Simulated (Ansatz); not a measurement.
BaHfS3 (Pnma, No. 62, 20 atoms in the cell; start mp-1105549) was calculated with PBEsol in Ansatz (plane waves, PAW).

Numerical settings: plane-wave cutoff 520 eV, 6×4×6 k mesh (along the axes of the cell as run), Fermi–Dirac smearing 0.01 eV, scalar-relativistic PAW data made under PBE.

Cell (relaxed at this level):

```cif
data_Ba4Hf4S12
_chemical_formula_sum 'Ba4 Hf4 S12'
_space_group_name_H-M_alt 'P 1'
_space_group_IT_number 1
_cell_length_a 7.00806
_cell_length_b 9.85687
_cell_length_c 6.90729
_cell_angle_alpha 90.000
_cell_angle_beta 90.000
_cell_angle_gamma 90.000
loop_
_space_group_symop_operation_xyz
  'x, y, z'
loop_
_atom_site_label
_atom_site_type_symbol
_atom_site_fract_x
_atom_site_fract_y
_atom_site_fract_z
_atom_site_occupancy
Ba1 Ba 0.54994 0.25000 0.48916 1
Ba2 Ba 0.45006 0.75000 0.51084 1
Ba3 Ba 0.95006 0.75000 0.98916 1
Ba4 Ba 0.04994 0.25000 0.01084 1
Hf1 Hf 0.50000 0.00000 0.00000 1
Hf2 Hf 0.00000 0.00000 0.50000 1
Hf3 Hf 0.00000 0.50000 0.50000 1
Hf4 Hf 0.50000 0.50000 0.00000 1
S1 S 0.49600 0.25000 0.93747 1
S2 S 0.50400 0.75000 0.06253 1
S3 S 0.00400 0.75000 0.43747 1
S4 S 0.99600 0.25000 0.56253 1
S5 S 0.71030 0.96723 0.71016 1
S6 S 0.28970 0.03277 0.28984 1
S7 S 0.78970 0.03277 0.21016 1
S8 S 0.21030 0.96723 0.78984 1
S9 S 0.21030 0.53277 0.78984 1
S10 S 0.78970 0.46723 0.21016 1
S11 S 0.28970 0.46723 0.28984 1
S12 S 0.71030 0.53277 0.71016 1
```

### Question
Give the computed band gap.

### Answer

* **band gap**: 1.10 eV

Spin–orbit coupling is not included.

Static lattice: no zero-point or thermal effects.

A start named mp-… is a Materials Project structure, which need not be a measured phase.

Ansatz is a quantum-chemistry and plane-wave program.
